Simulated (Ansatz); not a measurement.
The reference is BAs in the zinc blende structure (space group F-43m, No. 216).

```xyz
2
Lattice="0.0000 2.3920 2.3920 2.3920 0.0000 2.3920 2.3920 2.3920 0.0000" Properties=species:S:1:pos:R:3 pbc="T T T"
As     3.5879     3.5879     3.5879
B      0.0000     0.0000     0.0000
```

The values are results of Ansatz (a program for electronic structure) r2SCAN, without spin-orbit coupling, not measurements.

One change was made to it. Results:

The lattice parameter a goes up by 0.123 Å to 4.907 Å; the band gap goes from 1.38 eV to zero.

### Question
What was done to the base?
A. As → P
B. As → Ga
C. B → Be

### Answer
B, As → Ga. For comparison, the lattice parameter a in the other runs: As → P gives 4.536 Å; B → Be gives 5.156 Å.

Whether these cells are dynamically stable was not tested. As relaxed here, GaB and BeAs are hypothetical phases, not in the database extracts checked. All final runs are without spin polarisation. An odd electron count without spin: BeAs.
